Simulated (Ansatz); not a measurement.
System: Ge-vacancy pair (Ge on one host Al site, one Al site vacant) in wurtzite AlN (charge state -2). The step: a nearby Al atom hops onto the vacant site (Ge-vacancy distance between ideal sites 3.09 → 5.40 Å); the atom moves 3.01 Å along (-0.96, -0.96, 0.00) of the unit cell; the moving atom starts with neighbours N at 1.80, 2 N at 1.92, N at 1.94 Å and ends with N at 1.79, N at 1.91, N at 1.93, N at 1.94 Å. A PBE band in Ansatz (plane-wave PAW, the Γ point alone, 72 host sites, 22 SCF runs with any check of the saddle's order, static, no finite-size correction) gives a forward barrier of 2.42 eV. The saddle point's order was not checked. The charge state is imposed; whether it is stable for some Fermi level was not computed. Forms of the defect that were not tried may lie lower.

Single points at the band's start and saddle point can refine it. Rough cost of one point, in units of the band's mean SCF on the same machine:

```csv
Level,Cost of one point
"PBE, a 2×2×2 k-point mesh shifted by half a step along c",about 6
"r2SCAN at 500 eV, the Γ point alone",about 4
```

**Question.** Which of these move the barrier by more than 0.1 eV, and how far does each move it?

**Answer.** PBE, a 2×2×2 k-point mesh shifted by half a step along c: -0.18 eV; r2SCAN at 500 eV, the Γ point alone: +0.26 eV. Each functional is compared with PBE at the same k-points.

Ansatz is a quantum-chemistry and plane-wave program.
